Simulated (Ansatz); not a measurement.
Base system: Sn in the diamond structure (space group Fd-3m, No. 227; relaxed with 0.1 eV smearing).

```xyz
2
Lattice="0.0000 3.3281 3.3281 3.3281 0.0000 3.3281 3.3281 3.3281 0.0000" Properties=species:S:1:pos:R:3 pbc="T T T"
Sn     0.0000     0.0000     0.0000
Sn     1.6640     1.6640     1.6640
```

Cartesian axes are those of the cell as printed.

Computed with Kohn–Sham DFT with the PBE functional, run in Ansatz (a first-principles code) with PAW and 420 eV plane waves, scalar-relativistic without spin-orbit coupling.

Perturbation: every lattice vector is shortened by 2.00 %, atoms relaxed at fixed cell.

**Question.** Predict the stress tensor and what it implies for the stiffness.

**Answer.** Stress of the strained cell less that of the base (GPa, compression positive):
```
    2.5     0.0     0.0
    0.0     2.5     0.0
    0.0     0.0     2.5
```

Then B = −ΔP/(ΔV/V₀) with ΔV/V₀ = -0.0588 gives secant stiffness values (nonlinear terms included at this strain): B ≈ 43 GPa.

As a check, the harmonic strain energy −½ V₀ Δσ:ε is 17 meV/atom; the computed energy rise is 16 meV/atom.

Stability against distortions was not tested.
